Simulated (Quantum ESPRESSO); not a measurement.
Effort and miss along a sweep of ecutwfc: Ta2H (P-4m2, 3 atoms in the cell)

```
Ta2H
1.0
    3.37244     0.00000     0.00000
    0.00000     3.37244     0.00000
    0.00000     0.00000     3.41011
Ta H
2 1
Direct
  0.50000   0.00000   0.74132
  0.00000   0.50000   0.25868
  0.00000   0.00000   0.00000
```

Level of theory: PBEsol, PseudoDojo standard norm-conserving (PBESOL) pseudopotentials (plane waves; Quantum ESPRESSO).

Base settings: ecutwfc = 75 Ry; occupations = smearing; smearing = marzari-vanderbilt; degauss = 0.0036749 Ry; potentials = {Ta: Ta.upf, H: H.upf}; K_POINTS = automatic 8 8 8 0 0 0; conv_thr = 1e-09 Ry; mixing_beta = 0.3.

Misses are taken against the tightest run, 150 Ry, which need not be fully converged itself. The energy is the free energy per atom.

The count of work is k-points × plane waves × bands × iterations; it is no time, and leaves out set-up, grids and terms that scale otherwise. Core times come from one kind of shared machine and are given to one figure; runs under 30 s give none.

The starting cell comes from a database of computed structures (which also holds hypothetical and non-ambient phases and stackings), without a prior relaxation at this level. Spin polarisation is off. In the base run, with a pressure of about -4 GPa the cell is away from its equilibrium volume at this level.

```csv
ecutwfc,energy less reference (meV/atom),pressure less reference (GPa),count of work / reference,core time / reference (rough)
30 Ry,702.70,-29.99,0.091,–
38 Ry,142.27,-9.90,0.13,0.1
45 Ry,25.06,-2.40,0.17,0.2
52 Ry,4.72,-0.38,0.21,0.3
60 Ry,1.83,-0.06,0.25,0.3
68 Ry,1.06,-0.03,0.31,0.4
75 Ry,0.75,-0.01,0.36,0.3
86 Ry,0.61,0.00,0.44,0.5
98 Ry,0.44,-0.01,0.53,0.8
112 Ry,0.31,0.00,0.65,0.9
131 Ry,0.14,-0.01,0.82,1
150 Ry,0.00,0.00,1.0,1
```

Coarsest setting among those run that, with all tighter ones, holds the energy within 10 meV/atom of the reference: 52 Ry, off by 4.7 meV/atom; it needs 0.21 of the reference's count of work and about 0.3 of the reference's time.

Coarsest setting among those run that, with all tighter ones, holds the energy within 2 meV/atom of the reference: 60 Ry, off by 1.8 meV/atom; it needs 0.25 of the reference's count of work and about 0.3 of the reference's time.

The step from 45 Ry to 86 Ry: it takes the miss in the energy from 25 to 0.61 meV/atom, for 2.6 times the count of work and roughly 2 times the time.
